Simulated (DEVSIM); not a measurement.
**Al0.1Ga0.9As/GaAs p-n heterojunction**

System: Al0.1Ga0.9As/GaAs p-n heterojunction, at 350 K.

| layer (left to right) | material | thickness (μm) | Nd (cm⁻³) | Na (cm⁻³) | τn (s) | τp (s) |
|---|---|---|---|---|---|---|
| 1 | Al0.1Ga0.9As | 0.720 | - | 1.4e16 | 1.8e-8 | 1.8e-8 |
| 2 | GaAs | 9.90 | 2.3e15 | - | 1.8e-8 | 1.8e-8 |

Left contact: ohmic. Right contact: ohmic. Voltage is applied to the left contact. Recombination: SRH at mid-gap. Mobility is μmin + (μ − μmin)/(1 + (N/Nref)^α).

Constants are typed, rounded textbook-type inputs, not results; the design itself was drawn at random and stands for no fabricated device. Values at 300 K; Nc and Nv go as T^1.5, mobilities as T to minus their exponent, the gap by Varshni's rule with the affinity fixed.

| parameter | Al0.1Ga0.9As | GaAs |
|---|---|---|
| gap (eV) | 1.5487 | 1.424 |
| affinity (eV) | 3.991 | 4.07 |
| permittivity | 12.62 | 12.9 |
| Nc (cm⁻³) | 5.17e17 | 4.7e17 |
| Nv (cm⁻³) | 9e18 | 9e18 |
| μn (cm²/Vs) | 6520 | 8500 |
| μp (cm²/Vs) | 317 | 400 |
| μn,min | 500 | 500 |
| μp,min | 20 | 20 |
| Nref,n | 6e16 | 6e16 |
| Nref,p | 1.5e17 | 1.5e17 |
| αn | 0.39 | 0.39 |
| αp | 0.38 | 0.38 |
| T exponent of μn | 2.1 | 2.1 |
| T exponent of μp | 2.2 | 2.2 |
| Varshni α (eV/K) | 0.000541 | 0.000541 |
| Varshni β (K) | 204 | 204 |

DEVSIM, 1D drift-diffusion, Boltzmann statistics, complete ionisation; no tunnelling, impact ionisation, image-force lowering or self-heating. Band offsets follow the typed affinities; no thermionic-emission limit at abrupt steps, no polarisation charge.

* **Potential step across the device at zero bias**: 1.077 V
* **Largest field in the device at zero bias**: 24000 V/cm
* **Dark forward voltage at 1 A/cm²**: 0.912 V
* **Dark forward voltage at 100 A/cm²**: 1.108 V

Dark reverse current:

```csv
V (V),J (A/cm²)
-0.10,-7.3e-9
-0.25,-1.4e-8
-0.50,-2.4e-8
-0.75,-3.3e-8
-1.00,-4.1e-8
-1.50,-5.6e-8
-2.00,-6.8e-8
-2.50,-7.9e-8
-3.25,-9.3e-8
-4.00,-1.1e-7
-5.00,-1.2e-7
```

Small-signal capacitance in reverse bias (quasi-static):

```tsv
V (V)	C (nF/cm²)
-0.1	12.7
-0.25	11.9
-0.5	10.9
-0.75	10.1
-1	9.45
-1.5	8.46
-2	7.73
-2.5	7.16
-3.25	6.50
-4	5.99
-5	5.47
```
